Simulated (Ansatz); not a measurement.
SrScHO2 (model structure, started from the SrVO2H type, P4/mmm, No. 123, 5 atoms in the cell)

Method: PBE+SOC (Ansatz, a first-principles code, PAW).

Run with plane-wave cutoff 520 eV, 8×8×10 k mesh (along the axes of the cell as run), Fermi–Dirac smearing 0.01 eV, PAW data made under PBE.

Cell (relaxed with PBEsol):

ScSrHO2 is taken in the tetragonal space group P4/mmm (No. 123), Pearson symbol tP5. Cell: a = b = 4.0871 Å, c = 3.8172 Å, α = β = γ = 90.00°. Sr on 1d is coordinated by 8 O at 2.796 Å and 4 H at 2.890 Å (cuboctahedral). Sc on 1a is coordinated by 2 H at 1.909 Å and 4 O at 2.044 Å (octahedral). O on 2f sees 2 Sc at 2.044 Å and 4 Sr at 2.796 Å (octahedral). H on 1b sees 2 Sc at 1.909 Å and 4 Sr at 2.890 Å (octahedral). (Neighbours: up to the widest gap in distance over summed covalent radii, below 1.35, at either atom; cation-cation and far metal-metal contacts left out.)

For SrScHO2 (model structure, started from the SrVO2H type, P4/mmm, No. 123, 5 atoms in the cell), the band gap is 2.38 eV (indirect) and the smallest direct gap on the k points sampled comes out as 2.80 eV. The Γ–Γ gap is 4.13 eV.

Note: the relaxation could raise the start's symmetry but not lower it, so the cell can be a saddle point; cell and atoms aren't relaxed at this level (pressure 4.3 GPa).

A model structure was made by putting elements into a prototype or built by hand; it is no filed structure, need not be a known phase, and can be a saddle point held by its symmetry.
